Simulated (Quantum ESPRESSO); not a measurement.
Equation of state of fluorite-structure PtAl2 (space group 225): energy against volume (Quantum ESPRESSO, PBE)

```xyz
3
Lattice="0.0000 2.9025 2.9025 2.9025 0.0000 2.9025 2.9025 2.9025 0.0000" Properties=species:S:1:pos:R:3 pbc="T T T"
Al     1.4512     1.4512     1.4512
Al     4.3537     4.3537     4.3537
Pt     0.0000     0.0000     0.0000
```

Computed with PBE, PSlibrary PAW (PBE) pseudopotentials (plane waves; Quantum ESPRESSO). Settings: ecutwfc = 58 Ry; ecutrho = 580 Ry; occupations = smearing; smearing = fd; degauss = 0.0036749 Ry; potentials = {Al: Al.pbe-n-kjpaw_psl.1.0.0.UPF, Pt: Pt.pbe-n-kjpaw_psl.1.0.0.UPF}; K_POINTS = automatic 17 17 17 0 0 0; conv_thr = 1e-10 Ry; mixing_beta = 0.4. The cell above is the first row's. The rows scale it uniformly. In all rows fractional positions and the k mesh are held. E is the free energy at the stated smearing, counted from the lowest row.

| V (Å^3/atom) | E (meV/atom) |
|---|---|
| 16.301 | 38.28 |
| 16.655 | 18.16 |
| 17.009 | 5.66 |
| 17.364 | 0.00 |
| 17.718 | 0.45 |
| 18.073 | 6.36 |
| 18.427 | 17.16 |
| 18.781 | 32.32 |
| 19.136 | ? |

The 8 complete rows are fitted with the third-order Birch-Murnaghan form, a cubic in V^(-2/3), E against V. With u = V^(-2/3) - 0.148, the rows have u = 0.007545, 0.005333, 0.003198, 0.001131, -0.000862, -0.002796, -0.004661, -0.006468. Least squares gives E = -0.460 - 420.52·u + 726704·u² + 1265985·u³. Residuals (row less fit): 0.000, 0.003, -0.009, 0.004, 0.008, -0.009, 0.001, 0.001; standard error 0.008 (degrees of freedom: 4). Its minimum lies at u = 0.000289, so V0 = (0.148289)^(-3/2) = 17.51. There d²E/du² = 1456000 and d³E/du³ = 7596000, so B0 = (4/9) × 17.51^(-7/3) × 1456000 × 0.160218 = 130 GPa (the last factor turns the table's units into GPa), and B0' = 4 + (2/3) × 0.148289 × (7596000)/1456000 = 4.5. The program's pressures in the fitted runs (not shown) pass through zero at V = 17.51, 0.01 % from this V0.

**Question.** What does the fit predict for E at V = 19.136, and how far is the calculated value from it?

**Answer.** u = -0.008224, so E = -0.460 - 420.52 × (-0.008224) + 726704 × (-0.008224)² + 1265985 × (-0.008224)³ = 51.444 meV/atom. The calculation gives 51.38 meV/atom, 0.064 meV/atom below the prediction (0.1 % of the range of E in the table). The row lies outside the fitted rows, so this is an extrapolation. From the scatter of the fitted rows alone, a prediction at this place has a standard error of 0.019 meV/atom, so the miss is 3.3 times that.

Carrying the step between the two nearest rows on in a straight line would have given 47.52, off by 3.86; series whose last step already gives the withheld value aren't shown. The scan was laid around a cell of about the measured size, scaled by a guess for this functional. The runs keep the symmetry of the cell, so they don't test it for distortions. Spin polarisation is off. Spin-orbit coupling is off. Cutoffs and mesh are single choices, not tested for convergence of this quantity. Series with a scatter that would blur these digits, or in which a gap closes, are not shown. Nor are scans whose minimum lies at an end fitted in this form.

Terms beyond the fitted order, or numerical noise in single rows, can give a miss of this size; the table doesn't tell which.
